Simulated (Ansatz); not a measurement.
Base system: Nb in the bcc (W type) structure (space group Im-3m, No. 229; a = 3.310 Å).

Computed with PBE, PAW, 420 eV (Ansatz, a quantum-chemistry and plane-wave program; no spin-orbit coupling).

Base values:

The lattice parameter a comes out as 3.310 Å.

Modification: cell and atoms relaxed at a pressure of 30 GPa.

**Question.** Estimate the effect on the lattice parameter a.

**Answer.** The lattice parameter a drops by 0.147 Å to 3.163 Å.

Load acts through the strain it causes; cell and atoms are relaxed under it. Whether these cells are dynamically stable was not tested. No other phases were tried under pressure. All final runs are without spin polarisation.
